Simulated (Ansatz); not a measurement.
System: Zr vacancy in monoclinic ZrO2 with all lengths changed by -1 % (charge state -4). Computed with PBE, PAW (plane waves to 420 eV; Ansatz, an electronic-structure program).

Settings: 96 host sites, the strained lattice (strain from the relaxed PBE one, atoms relaxed), the Γ point alone, smearing 0.01 eV, spin-restricted, no image-charge correction. No zero-point or tunnelling terms. The charge state is imposed; whether it is stable for some Fermi level was not computed. Forms of the defect that were not tried may lie lower.

The step: a nearby Zr atom hops onto the vacant site; the atom moves 2.97 Å along (0.49, -0.08, 0.38) of the unit cell; the moving atom starts with neighbours O at 1.95, O at 2.00, O at 2.07, O at 2.25, O at 2.28, O at 2.34, O at 2.40 Å and ends with O at 1.95, O at 2.00, O at 2.07, O at 2.25, O at 2.28, O at 2.34, O at 2.40 Å. On the band's own sampling the forward barrier is 1.95 eV. Harmonic modes of the moving Zr atom alone, all others held, come from finite differences of 0.015 Å. The saddle point's order was not checked.

**Question.** Which three frequencies does the atom have at the start and at the saddle point?

**Answer.** start 6.9, 7.3, 8.1 THz; saddle point 2.0i, 8.1 and 10.8 THz.

**Question.** What attempt frequency and zero-point change of the barrier follow from these modes alone, and what classical rate at 700 K?

**Answer.** ν = (6.9 × 7.3 × 8.1) / (8.1 × 10.8) ≈ 4.7 THz. The zero-point energy changes the barrier by h/2 × (18.9 − 22.4) THz = -0.007 eV. The classical rate is ν exp(−1.95/0.0603) ≈ 0.04 s⁻¹. One atom's modes give a rough prefactor, not that of the whole cell.
